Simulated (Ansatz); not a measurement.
## TiO2: response to strain

Base system: TiO2 in the rutile structure (space group P4_2/mnm, No. 136; a = 4.592 Å, c = 2.939 Å). Axes: x, y, z lie along a, b, c of the conventional cell.

Strains are applied to the cell and any free atomic positions relax; under biaxial strain the out-of-plane vector relaxes too.

Method: Ansatz (a quantum-chemistry and plane-wave program), PBEsol, PAW, cutoff 420 eV, no SOC, earlier PAW set.

Notes on the quantities. pressure: mean of the normal stresses, compression positive.

| variant | electron mass | pressure | width of the top valence band | band gap |
|---|---|---|---|---|
| base | 0.54 mₑ along c, 1.1 mₑ across (at Γ) | 0.00 GPa | 1.65 eV | 1.87 eV |
| biaxial strain −2.15 %, plane normal [001], relaxed out of plane | 0.55 mₑ out of plane, 1.1 mₑ in plane (at Γ) | 5.69 GPa | 1.69 eV | 1.88 eV |
| isotropic strain −2.43 % | 0.49 mₑ along c, 1.0 mₑ across (at Γ) | 20.37 GPa | 1.78 eV | 1.95 eV |
| isotropic strain −1.32 % | 0.51 mₑ along c, 1.1 mₑ across (at Γ) | 10.19 GPa | 1.71 eV | 1.91 eV |

Masses are band curvatures over ±0.01 Å⁻¹ around the edge. Stability against distortions was not tested. All final runs are without spin polarisation.
